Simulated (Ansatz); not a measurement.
Defect: interstitial Na in alpha quartz, charge state +1. The step: a concerted move, in which Na travels most; the atom moves 1.85 Å along (0.05, 0.03, -0.33) of the unit cell; the moving atom starts with neighbours 2 O at 2.19, O at 2.43, O at 2.44, O at 2.46, O at 2.48 Å and ends with 2 O at 2.19, O at 2.43, O at 2.44, O at 2.46, O at 2.48 Å. DFT values are from Ansatz (plane-wave PAW, 420 eV unless said) in a cell of 243 host sites, spin-restricted, static, with no finite-size correction. The charge state is imposed; whether it is stable for some Fermi level was not computed. Sites that were not tried may lie lower. For the PBE band: the saddle point's order was not checked, and it lies on a symmetry element of the cell, where a band can be held.

```tsv
Level	Forward barrier (eV)
PBE, the Γ point alone, band relaxed	0.11
PBE, a 2×2×2 k-point mesh shifted by half a step along c, same geometries	0.11
r2SCAN at 500 eV, the Γ point alone, same geometries	0.13
HSE06, Γ point alone, same geometries	0.12
HSE06, Γ point alone, ends and band relaxed with HSE06	0.11
```

Ansatz is a first-principles code.
